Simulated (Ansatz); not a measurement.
The starting structures come from a database of crystals and need not be the phases stable at ambient conditions.

By PBEsol, the system below comes out a metal.

Consider the following.

```
Al3Sc
1.0
    4.00605     0.00000     0.00000
    0.00000     4.00605     0.00000
    0.00000     0.00000     4.08781
Sc Al
1 3
Cartesian
  0.00000   0.00000   0.00000
  2.00303   0.00000   2.04391
  0.00000   2.00303   2.04391
  2.00303   2.00303   0.00000
```

The cell is strained (lengths across the current scaled by 0.98, ions clamped); by PBEsol it stands under a pressure of 2.8 GPa.

The current flows along the normal of the first two printed cell vectors, the (001) (indices of the unstrained crystal) plane of the conventional cell. No spin-orbit coupling; the value is a mean over 0.1 eV about the Fermi level.

### Question
Compute, with PBEsol in Ansatz (a program for electronic structure), the ballistic conductance per area.

### Answer
0.58 × 10¹⁵ S/m² for both spins.
